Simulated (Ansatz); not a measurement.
Functionals compared on NH3 on the 1x1 (110) surface of bcc Ta, one in a 2x2 cell, started at the site 'top Ta', in Ansatz (plane waves, PAW). The structure was relaxed with PBE; the other rows are single points on it, each with its references at the same level. Cutoff 420 eV (500 eV for r2SCAN).

Slab: 20 atoms, 6.8 Å thick at the start under the adsorbate (thin: gaps and levels are the slab's own); k 5x5x1, smearing 0.1 eV, dipole-corrected; 8 atoms held, the rest relaxed; no symmetry held; no spin, no spin-orbit, no U, no dispersion correction. At the end it is bonded to Ta. In PBE it is, or lies within 0.03 eV of, the lowest of the starts that converged. These notes are the PBE run's. Adsorption energies are against NH3(g). A negative adsorption energy means that the adsorbate is more stable on the surface than in its reference.

| functional | adsorption energy (eV) | work function of the top face (eV) | change of the work function (eV) | rough cost of the single point |
|---|---|---|---|---|
| PBE | -0.77 | 2.63 | -2.14 | – |
| RPBE | -0.55 | 2.55 | -2.10 | roughly 120 core-seconds |
| r2SCAN | ___ | ___ | ___ | very roughly 4 core-minutes |

Task: What belongs in the gaps?

Result: 
- r2SCAN, adsorption energy (eV): -0.90
- r2SCAN, work function of the top face (eV): 2.58
- r2SCAN, change of the work function (eV): -2.30

Ansatz is an electronic-structure program.
